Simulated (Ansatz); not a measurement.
O on the 1x1 (110) surface of bcc W, one in a 2x2 cell, energies for each (28.7 Å²). Energies are against ½ O2(g), without zero-point or thermal terms; each row is named by its start.

These are PBE (plane waves to 420 eV, PAW; Ansatz, an electronic-structure program) values and carry that method's errors.

Problem. Which site binds most strongly?
A. bridge W-W (span 2.8 Å)
B. top W
C. hollow W-W-W
D. bridge W-W (span 3.2 Å)

Solution. C, hollow W-W-W. Adsorption energies: hollow W-W-W -4.16 eV; bridge W-W (span 3.2 Å) -4.01 eV; bridge W-W (span 2.8 Å) -3.57 eV; top W -3.07 eV.
